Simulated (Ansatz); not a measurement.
Here is the system:

```xyz
2
Lattice="0.0000 2.3839 2.3839 2.3839 0.0000 2.3839 2.3839 2.3839 0.0000" Properties=species:S:1:pos:R:3 pbc="T T T"
B      0.0000     0.0000     0.0000
As     1.1920     1.1920     1.1920
```

Level of theory: r2SCAN with spin-orbit coupling, rigid bands (plane waves, PAW; Ansatz, a first-principles code). How the cell was made: cell and atoms relaxed with PBEsol.

Predict the electron conductivity mass (n e² τ/σ) at 300 K, by direction if it differs.

0.30 mₑ.

What conductivity effective mass do dilute holes have at 300 K?

0.32 mₑ.

And the band gap?

1.30 eV at this level; semilocal functionals usually fall short of the measured gap.

Rigid bands, one relaxation time for all states, no polarons. Geometry: cell and atoms relaxed with PBEsol.
